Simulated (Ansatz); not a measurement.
**Hypothetical zinc blende CsBr: element substitutions**

The parent structure is CsBr in the zinc blende structure (space group F-43m, No. 216; a = 8.193 Å; a hypothetical phase, not in the database extracts checked).

Each row replaces one element on all its sites; cell and atoms are relaxed.

Levels (all Ansatz, an electronic-structure program, PAW): PBE (420 eV, no SOC); PBEsol (420 eV, spin-orbit coupling left out).

The base cell above is that of PBE; each level relaxes its own structures.

| case | band gap, PBE | band gap, PBEsol |
|---|---|---|
| Cs → Rb | 4.05 eV | 4.16 eV |
| Br → Cl | 4.33 eV | 4.48 eV |
| Cs → K | 4.24 eV | 4.34 eV |
| Cs → La | zero | zero |

The two levels differ by at most about 0.15 eV. They put the cases in the same order.

Whether these cells are dynamically stable was not tested. As relaxed here, RbBr, CsCl, KBr and LaBr are hypothetical phases, not in the database extracts checked. The final runs are not spin-polarised. The zero or small gap of LaBr can change with the level of theory.
